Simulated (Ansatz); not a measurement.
The reference is CuI in the zinc blende structure (space group F-43m, No. 216).

```
CELL_PARAMETERS angstrom
      0.00000     3.01151     3.01151
      3.01151     0.00000     3.01151
      3.01151     3.01151     0.00000
ATOMIC_POSITIONS crystal
  I  0.75000 0.75000 0.75000
  Cu 0.00000 0.00000 0.00000
```

Cartesian axes are those of the cell as printed.

Computed with Ansatz (a quantum-chemistry and plane-wave program) r2SCAN, without spin-orbit coupling.

The change: tensor shear ε_xy = −2.97 % (engineering shear γ = -0.0594), atoms relaxed at fixed cell.

### Question
What does the calculation give for the stress and largest internal atomic displacement after the change?

### Answer
The stress (xx, yy, zz, yz, xz, xy; compression positive) comes out as (0.01, 0.01, 0.00, 0.00, 0.00, 1.38) GPa; the largest internal atomic displacement amounts to 0.040 Å.

The cells carry an imposed strain or load. Stability against distortions was not tested. The final runs are not spin-polarised.
